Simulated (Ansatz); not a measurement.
The parent structure is GaN in the wurtzite structure (space group P6_3mc, No. 186; a = 3.2186 Å, c = 5.2435 Å). Axes: x lies along a and z along c of the hexagonal cell.

Method: PBE (Ansatz, a first-principles code, PAW, spin-orbit coupling left out), earlier PAW set.

Modification: biaxial strain +0.47 %, plane normal [001], relaxed out of plane (Cartesian); in-plane vectors clamped, the third vector and the atoms free.

**Question.** What does the calculation give for the in-plane stress after the change?

**Answer.** The mean in-plane stress (compression positive) comes out as -1.8 GPa.

Stability against distortions was not tested.
